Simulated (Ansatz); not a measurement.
We consider CsCl-type TiCo, described by PBE in Ansatz (plane waves, PAW).

Numerical settings: plane-wave cutoff 520 eV, 18×18×18 k mesh, Fermi–Dirac smearing 0.05 eV, no spin polarisation, scalar-relativistic PAW data made under PBE.

Computed at the level's own relaxed cell.

Estimate the equilibrium volume per atom, bulk modulus, lattice parameter a and pressure derivative B′ of the bulk modulus that the calculation returns.


- equilibrium volume per atom = 13.12 Å³/atom
- bulk modulus = 179 GPa
- lattice parameter a = 2.972 Å
- pressure derivative B′ of the bulk modulus = 4.1

The run finds no gap.

Measured, for comparison: equilibrium volume per atom 13.43 Å³/atom, bulk modulus 154 GPa, lattice constant a 2.995 Å (room temperature, no zero-point or thermal correction; as tabulated in Yamada et al. (2019), arXiv:1910.09660). Computed (rounded) less measured: equilibrium volume per atom -2.3 %, bulk modulus +16 %, lattice constant a -0.8 %. A static lattice is as a rule a little smaller and stiffer than an uncorrected measurement, which narrows the difference in the lattice constant a and would widen misses of the other sign.

The computed numbers hold no vibrational or temperature effects.

Cost on a shared machine: about 60 core-seconds (a rough figure).

Ansatz is a quantum-chemistry and plane-wave program.
